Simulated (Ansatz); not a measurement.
Take LiNbO3 (space group R3c, No. 161) as the base.

```xyz
10
Lattice="2.5949 1.4982 4.6721 -2.5949 1.4982 4.6721 0.0000 -2.9964 4.6721" Properties=species:S:1:pos:R:3 pbc="T T T"
Li     0.0000     0.0000     9.8484
Li     0.0000     0.0000     2.8402
Nb     0.0000     0.0000    13.7895
Nb     0.0000     0.0000     6.7813
O     -0.6425     1.4589     8.2382
O      1.5847    -0.1730     8.2382
O     -0.9422    -1.2859     8.2382
O      1.0102     1.3252     5.9021
O      0.6425    -1.5375     5.9021
O     -1.6528     0.2123     5.9021
```

Cartesian axes are those of the cell as printed.

(Cell as relaxed with PBE.)

Levels (all Ansatz, a first-principles code, PAW, earlier PAW set): PBE (420 eV, scalar-relativistic without spin-orbit coupling); r2SCAN (500 eV, no spin-orbit coupling).

Each level relaxes its own structure.

| base | PBE | r2SCAN |
|---|---|---|
| volume per atom | 10.90 Å³ | 10.58 Å³ |
| lattice parameter a | 5.190 Å | 5.137 Å |

The change: biaxial strain +2.91 %, plane normal [001], relaxed out of plane (Cartesian); in-plane vectors clamped, the third vector and the atoms free.

```json
[
 {"quantity": "out-of-plane strain", "PBE": "-1.40 %", "r2SCAN": "-1.50 %"},
 {"quantity": "energy relative to the base (free energy F)", "PBE": "+11 meV/atom", "r2SCAN": "+12 meV/atom"},
 {"quantity": "mean in-plane stress (compression positive)", "PBE": "-5.2 GPa", "r2SCAN": "-5.8 GPa"}
]
```

PBE's out-of-plane strain lies 0.10 % above r2SCAN's; PBE's energy relative to the base lies 0.9 meV/atom below r2SCAN's; PBE's in-plane stress lies 0.6 GPa above r2SCAN's. Neither level is exact; r2SCAN is the comparison here, not a measurement.

No phonon test of stability was made.
